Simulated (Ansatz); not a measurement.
```
YN
1.0
    0.00000     2.37912     2.45249
    2.37912     0.00000     2.45249
    2.37912     2.37912     0.00000
Y N
1 1
Direct
  0.00000   0.00000   0.00000
  0.50000   0.50000   0.50000
```

Calculation: r2SCAN, rigid bands (plane waves, PAW, scalar-relativistic; Ansatz, a program for electronic structure). Condition of this run: biaxial stress in (001) of 9 GPa (compression positive) (the target of the relaxation). How the cell was made: cell and atoms relaxed with PBEsol, then loaded as said.

Question: Predict the hole conductivity mass (n e² τ/σ) at 300 K, by direction if it differs.

Answer: 0.35 (x), 0.35 (y), 1.35 (z) mₑ.

Question: What conductivity effective mass do dilute electrons have at 300 K?

Answer: 0.25 (x), 0.25 (y), 0.147 (z) mₑ.

Question: And the band gap?

Answer: 0.41 eV at this level; semilocal functionals usually fall short of the measured gap.

Rigid bands, one relaxation time for all states, no polarons. Spin-orbit coupling is left out; where it splits the top of the valence band it changes the hole mass and lowers the gap by about a third of the splitting. Geometry: cell and atoms relaxed with PBEsol.
